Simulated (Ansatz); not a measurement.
**NiAl (Pm-3m): band-structure transport figures**

```xyz
2
Lattice="2.8126 0.0000 0.0000 0.0000 2.8126 0.0000 0.0000 0.0000 2.8126" Properties=species:S:1:pos:R:3 pbc="T T T"
Al     1.4063     1.4063     1.4063
Ni     0.0000     0.0000     0.0000
```

Level of theory: PBEsol, rigid bands (plane waves, PAW, scalar-relativistic; Ansatz, a program for electronic structure). Condition of this run: hydrostatic pressure 10 GPa (the target of the relaxation). How the cell was made: cell and atoms relaxed with PBEsol, then loaded as said.

- density of states at the Fermi level: 0.772 states/(eV·cell), both spins
- bare Sommerfeld coefficient: 0.91 mJ/(mol of atoms·K²)
- Drude plasma energy: 7.4 eV
- root-mean-square Fermi velocity: 7.8e5 m/s
- resistivity times τ: 8.8 ×10⁻²² Ω·m·s

A metal at this level (no band gap); rigid bands, thermally averaged at 300 K, both spins. Spin-orbit coupling is left out. τ is one relaxation time for all states.

Treated as nonmagnetic (a ferromagnetic start lost its moment, other orders weren't tried): NiAl (Pm-3m).
